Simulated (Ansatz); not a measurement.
Take Mo in the bcc (W type) structure (space group Im-3m, No. 229; a = 3.112 Å; relaxed with 0.1 eV smearing) as the base. Axes: x, y, z lie along the cube axes.

The values are results of Kohn–Sham DFT with the LDA functional, run in Ansatz (a program for electronic structure) with PAW and 420 eV plane waves, spin-orbit coupling left out, not measurements.

Strains are applied to the cell and any free atomic positions relax; under biaxial strain the out-of-plane vector relaxes too.

One change was made to it. Results:

The shortest interatomic distance grows by 0.006 Å, from 2.695 Å to 2.701 Å; the energy rises by 1.3 meV/atom.

### Question
Which change produced these results?
(A) biaxial strain +1.00 %, plane normal [001], relaxed out of plane
(B) biaxial strain −2.50 %, plane normal [001], relaxed out of plane
(C) biaxial strain +0.50 %, plane normal [001], relaxed out of plane
(D) biaxial strain −3.00 %, plane normal [001], relaxed out of plane

### Answer
C, biaxial strain +0.50 %, plane normal [001], relaxed out of plane. For comparison, the energy relative to the base in the other runs: biaxial strain −3.00 %, plane normal [001], relaxed out of plane gives +50 meV/atom; biaxial strain +1.00 %, plane normal [001], relaxed out of plane gives +5.2 meV/atom; biaxial strain −2.50 %, plane normal [001], relaxed out of plane gives +35 meV/atom.

No phonon test of stability was made. All final runs are without spin polarisation.
